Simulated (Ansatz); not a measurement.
What uniaxial stress, 3 GPa compression along z does to Pt

The parent structure is Pt in the fcc (Cu type) structure (space group Fm-3m, No. 225; a = 3.942 Å; relaxed with 0.1 eV smearing). Axes: x, y, z lie along the cube axes.

It is then changed as follows: uniaxial stress, 3 GPa compression along z; all other stress components relax to zero.

Computed with r2SCAN (Ansatz, a program for electronic structure; PAW; 500 eV plane waves; no SOC), earlier PAW set. Γ-centred 29×29×29 mesh, Fermi–Dirac width 0.1 eV.

* **Space group**: I4/mmm (No. 139) (base Fm-3m (No. 225))
* **Energy relative to the base (free energy F)**: +3.9 meV/atom
* **Band gap**: zero (base zero)
* **Strain response (xx, yy, zz)**: (+1.14, +1.14, −2.56) %
* **Secant Young's modulus along z**: 120 GPa
* **Mean lateral Poisson ratio**: 0.45

Final structure:

```
CELL_PARAMETERS angstrom
      0.00000     1.99332     1.92027
      1.99332     0.00000     1.92027
      1.99332     1.99332     0.00000
ATOMIC_POSITIONS crystal
  Pt 0.00000 0.00000 0.00000
```

Stability under load was not tested beyond the relaxation. The final runs are not spin-polarised.
